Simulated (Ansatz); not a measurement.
We look at the energy of the reaction as written. Reaction: 1/3 cell B + 2/3 cell C → cell A. A negative value means that the right-hand side lies lower.

Cell A: a slab of Ru (hcp, P6₃/mmc) cut along (0001), 16 atoms, oblique cell of 5.44 × 2.72 Å (12.8 Å²), symmetry Pmm2 within 0.02 Å, 16.7 Å thick under 16 Å of vacuum, in-plane vectors held at the crystal's; planes from bottom to top: Cl | Ru2 × 7 | Cl; added, foreign or displaced atoms, above the top plane and below the bottom plane: two times Cl bound to 3 Ru at 2.43–2.55 Å; spin state with PBE: run without spin, k-point mesh 10×20×1.
```yaml
crystal:
  lattice:
    - [5.44387, 0.00000, 0.00000]
    - [1.36097, 2.35727, 0.00000]
    - [0.00000, 0.00000, 32.48318]
  atoms:
    - { symbol: Ru, position: [0.00597, 0.99403, 0.30444] }
    - { symbol: Ru, position: [0.50548, 0.99452, 0.30321] }
    - { symbol: Ru, position: [0.83549, 0.66451, 0.36732] }
    - { symbol: Ru, position: [0.33885, 0.66115, 0.36772] }
    - { symbol: Ru, position: [0.00152, 0.99848, 0.43382] }
    - { symbol: Ru, position: [0.50465, 0.99535, 0.43348] }
    - { symbol: Ru, position: [0.83634, 0.66366, 0.50000] }
    - { symbol: Ru, position: [0.33718, 0.66282, 0.50000] }
    - { symbol: Ru, position: [0.00152, 0.99848, 0.56618] }
    - { symbol: Ru, position: [0.50465, 0.99535, 0.56652] }
    - { symbol: Ru, position: [0.83549, 0.66451, 0.63268] }
    - { symbol: Ru, position: [0.33885, 0.66115, 0.63228] }
    - { symbol: Ru, position: [0.00597, 0.99403, 0.69556] }
    - { symbol: Ru, position: [0.50548, 0.99452, 0.69679] }
    - { symbol: Cl, position: [0.30461, 0.69539, 0.75653] }
    - { symbol: Cl, position: [0.30461, 0.69539, 0.24347] }
```

Cell B: a slab of Ru (hcp, P6₃/mmc) cut along (0001), 30 atoms, hexagonal cell of 5.44 Å (25.7 Å²), symmetry P-6m2 within 0.02 Å, 16.7 Å thick under 16 Å of vacuum, in-plane vectors held at the crystal's; planes from bottom to top: Cl | Ru4 × 7 | Cl; added, foreign or displaced atoms, above the top plane and below the bottom plane: two times Cl bound to 3 Ru at 2.49 Å; spin state with PBE: run without spin, k-point mesh 10×10×1.
```yaml
crystal:
  lattice:
    - [5.44387, 0.00000, 0.00000]
    - [2.72194, 4.71453, 0.00000]
    - [0.00000, 0.00000, 32.48318]
  atoms:
    - { symbol: Ru, position: [0.00000, 0.00000, 0.30485] }
    - { symbol: Ru, position: [0.49829, 0.00342, 0.30366] }
    - { symbol: Ru, position: [0.00342, 0.49829, 0.30366] }
    - { symbol: Ru, position: [0.49829, 0.49829, 0.30366] }
    - { symbol: Ru, position: [0.83322, 0.33356, 0.36715] }
    - { symbol: Ru, position: [0.33333, 0.33333, 0.36796] }
    - { symbol: Ru, position: [0.83322, 0.83322, 0.36715] }
    - { symbol: Ru, position: [0.33356, 0.83322, 0.36715] }
    - { symbol: Ru, position: [0.00000, 0.00000, 0.43416] }
    - { symbol: Ru, position: [0.50083, 0.99835, 0.43357] }
    - { symbol: Ru, position: [0.99835, 0.50083, 0.43357] }
    - { symbol: Ru, position: [0.50083, 0.50083, 0.43357] }
    - { symbol: Ru, position: [0.83300, 0.33400, 0.50000] }
    - { symbol: Ru, position: [0.33333, 0.33333, 0.50000] }
    - { symbol: Ru, position: [0.83300, 0.83300, 0.50000] }
    - { symbol: Ru, position: [0.33400, 0.83300, 0.50000] }
    - { symbol: Ru, position: [0.00000, 0.00000, 0.56584] }
    - { symbol: Ru, position: [0.50083, 0.99835, 0.56643] }
    - { symbol: Ru, position: [0.99835, 0.50083, 0.56643] }
    - { symbol: Ru, position: [0.50083, 0.50083, 0.56643] }
    - { symbol: Ru, position: [0.83322, 0.33356, 0.63285] }
    - { symbol: Ru, position: [0.33333, 0.33333, 0.63204] }
    - { symbol: Ru, position: [0.83322, 0.83322, 0.63285] }
    - { symbol: Ru, position: [0.33356, 0.83322, 0.63285] }
    - { symbol: Ru, position: [0.00000, 0.00000, 0.69515] }
    - { symbol: Ru, position: [0.49829, 0.00342, 0.69634] }
    - { symbol: Ru, position: [0.00342, 0.49829, 0.69634] }
    - { symbol: Ru, position: [0.49829, 0.49829, 0.69634] }
    - { symbol: Cl, position: [0.33333, 0.33333, 0.75635] }
    - { symbol: Cl, position: [0.33333, 0.33333, 0.24365] }
```

Cell C: a slab of Ru (hcp, P6₃/mmc) cut along (0001), 9 atoms, hexagonal cell of 2.72 Å (6.4 Å²), symmetry P-6m2 within 0.02 Å, 16.8 Å thick under 16 Å of vacuum, in-plane vectors held at the crystal's; planes from bottom to top: Cl | Ru × 7 | Cl; added, foreign or displaced atoms, above the top plane and below the bottom plane: two times Cl bound to 3 Ru at 2.55 Å; spin state with PBE: run without spin, k-point mesh 20×20×1.
```
Ru7Cl2
1.0
    2.72194     0.00000     0.00000
    1.36097     2.35727     0.00000
    0.00000     0.00000    32.48318
Ru Cl
7 2
Direct
  0.00000   0.00000   0.30308
  0.66667   0.66667   0.36789
  0.00000   0.00000   0.43359
  0.66667   0.66667   0.50000
  0.00000   0.00000   0.56641
  0.66667   0.66667   0.63211
  0.00000   0.00000   0.69692
  0.66667   0.66667   0.75880
  0.66667   0.66667   0.24120
```

All numbers come from Ansatz (an electronic-structure program), plane waves with PAW, its default PAW set, cutoff 420 eV, 500 eV for r2SCAN. The structures are at rest with PBE, within the held lattices; other levels are single points on them. Neutral cells; Fermi-Dirac smearing of at most 0.10 eV in the solids, energies taken to zero width. The lattices are those relaxed with PBE, so at other levels the solids can be strained, which adds to the spread. Larger cells are relaxed from a start prepared with the learned potential CHGNet till forces fall under 0.03 eV/Å, which some starts already meet. A dispersion term (D3(BJ), or D4 for r2SCAN) was computed beside these levels and is taken off wherever the name lacks it. Nuclei at rest; no vibrational terms. Cells are local rest points, mostly with their start's symmetry. No Hubbard U is applied. Values are for these cell sizes. Cell A has symmetry Pmm2 within 0.02 Å and got no random move, so less symmetric positions, which may lie lower, weren't tried. Cell B has symmetry P-6m2 within 0.02 Å and got no random move, so less symmetric positions, which may lie lower, weren't tried. Cell C has symmetry P-6m2 within 0.02 Å and got no random move, so less symmetric positions, which may lie lower, weren't tried.

### Question
What value does r2SCAN give?

### Answer
-1.29 eV, for 1/3 cell B + 2/3 cell C → cell A.

### Question
What do the other levels give, and how wide is the spread?

### Answer
```
Functional  value (eV)  less r2SCAN
----------  ----------  -----------
PBE              -1.22         0.07
```

The levels shown span 0.07 eV, from r2SCAN (-1.29) to PBE (-1.22).
